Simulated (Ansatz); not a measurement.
Base system: Cu3N (space group Pm-3m, No. 221; a = 3.8269 Å). Axes: x, y, z lie along the cube axes.

Computed with Kohn–Sham DFT with the PBE functional, run in Ansatz (an electronic-structure program) with PAW and 420 eV plane waves, without spin-orbit coupling.

Perturbation: uniaxial strain ε_zz = +1.80 %, all other strain components held at zero; the atoms relax in the strained cell.

Task: Predict the stress tensor and what it implies for the stiffness.

Result: Stress of the strained cell less that of the base (GPa, compression positive):
```
  -0.93    0.00    0.00
   0.00   -0.93    0.00
   0.00    0.00   -3.91
```

Then −Δσ_ii/ε with ε = 0.0180 gives secant stiffness values (nonlinear terms included at this strain): C33 ≈ 217 GPa, C13 ≈ 52 GPa and C23 ≈ 52 GPa.

Whether these cells are dynamically stable was not tested. All final runs are without spin polarisation.
